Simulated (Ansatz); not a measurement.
Carrier doping in ZnS

The parent structure is ZnS (space group R3m, No. 160; a = 3.7838 Å, c = 27.8997 Å (hexagonal axes)).

Carriers are added at fixed cell with a uniform background; the Fermi–Dirac width is that of 300 K.

All numbers come from PBEsol (Ansatz, a quantum-chemistry and plane-wave program; PAW; 420 eV plane waves; scalar-relativistic without spin-orbit coupling).

Notes on the quantities. Fermi level from band edge: Fermi level relative to the doped band's edge (positive inside the band; to 0.05 eV).

| hole density (10^21 cm⁻³) | Fermi level from band edge (eV) |
|---|---|
| 2 | 0.30 |
| 3 | 0.35 |
| 7 | ? |
| 10 | 0.70 |

Task: Fit E_F = C n^s, fitted as a line in log–log form (a parabolic band gives s = 2/3) to the rows shown and predict the withheld row.

Result: Least squares on the printed values gives C = 0.20 eV, s = 0.54 (largest residual 0.01 eV); this predicts 0.57 eV, and the run gives 0.55 eV, in agreement.

Charged cell with a jellium background: band edges are those of the host's band count, energies are not comparable with the neutral cell, and many-body gap narrowing is missing. Stability against distortions was not tested. This is not the structure that ZnS has at room temperature and ambient pressure.
